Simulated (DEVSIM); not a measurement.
Structure: illuminated Si n-on-p cell, one wavelength, at 300 K.

| layer (left to right) | material | thickness (μm) | Nd (cm⁻³) | Na (cm⁻³) | τn (s) | τp (s) | absorption coefficient (cm⁻¹) |
|---|---|---|---|---|---|---|---|
| 1 | Si | 0.0660 | 8.2e17 | - | 2.6e-6 | 1e-5 | 180 |
| 2 | Si | 27.0 | - | 1.4e17 | 9.2e-6 | 9.2e-6 | 180 |

Left contact: ohmic, minority hole recombination velocity 6e5 cm/s. Right contact: ohmic, minority electron recombination velocity 5e6 cm/s. Voltage is applied to the left contact. Recombination: SRH at mid-gap, radiative, Auger. Light enters at the left, 3.5e17 photons cm⁻² s⁻¹, one pass, no reflection. Mobility is constant in doping.

Constants are typed, rounded textbook-type inputs, not results; the design itself was drawn at random and stands for no fabricated device. Values at 300 K.

| parameter | Si |
|---|---|
| gap (eV) | 1.124 |
| affinity (eV) | 4.05 |
| permittivity | 11.7 |
| Nc (cm⁻³) | 2.86e19 |
| Nv (cm⁻³) | 3.1e19 |
| μn (cm²/Vs) | 1417 |
| μp (cm²/Vs) | 470 |
| B (cm³/s) | 4.7e-15 |
| Cn (cm⁶/s) | 2.8e-31 |
| Cp (cm⁶/s) | 9.9e-32 |

DEVSIM, 1D drift-diffusion, Boltzmann statistics, complete ionisation; no tunnelling, impact ionisation, image-force lowering or self-heating.

Question: Tabulate band edges, carrier densities and field at zero bias, in the dark.

Answer: Energies count from the Fermi level of the right contact; mesh points crowd at the junctions.

| x (μm) | Ec (eV) | Ev (eV) | n (cm⁻³) | p (cm⁻³) | field (V/cm) |
|---|---|---|---|---|---|
| 0.000 | 0.092 | -1.032 | 8.2e17 | 140 | ≈ 0 |
| 0.01727 | 0.092 | -1.032 | 8.2e17 | 140 | 19 |
| 0.03692 | 0.092 | -1.032 | 8.0e17 | 150 | 1400 |
| 0.05595 | 0.126 | -0.998 | 2.2e17 | 540 | 63000 |
| 0.08116 | 0.487 | -0.637 | 1.9e11 | 6.3e8 | 140000 |
| 0.1172 | 0.862 | -0.262 | 96000 | 1.2e15 | 65000 |
| 0.1864 | 0.984 | -0.140 | 850 | 1.4e17 | 450 |
| 0.3818 | 0.984 | -0.140 | 830 | 1.4e17 | ≈ 0 |
| 0.6943 | 0.984 | -0.140 | 830 | 1.4e17 | ≈ 0 |
| 1.346 | 0.984 | -0.140 | 830 | 1.4e17 | ≈ 0 |
| 2.545 | 0.984 | -0.140 | 830 | 1.4e17 | ≈ 0 |
| 5.931 | 0.984 | -0.140 | 830 | 1.4e17 | ≈ 0 |
| 11.35 | 0.984 | -0.140 | 830 | 1.4e17 | ≈ 0 |
| 18.45 | 0.984 | -0.140 | 830 | 1.4e17 | ≈ 0 |
| 23.57 | 0.984 | -0.140 | 830 | 1.4e17 | ≈ 0 |
| 25.25 | 0.984 | -0.140 | 830 | 1.4e17 | ≈ 0 |
| 26.13 | 0.984 | -0.140 | 830 | 1.4e17 | ≈ 0 |
| 26.59 | 0.984 | -0.140 | 830 | 1.4e17 | ≈ 0 |
| 26.88 | 0.984 | -0.140 | 830 | 1.4e17 | ≈ 0 |
| 26.98 | 0.984 | -0.140 | 830 | 1.4e17 | ≈ 0 |
| 27.04 | 0.984 | -0.140 | 830 | 1.4e17 | ≈ 0 |
| 27.07 | 0.984 | -0.140 | 830 | 1.4e17 | ≈ 0 |
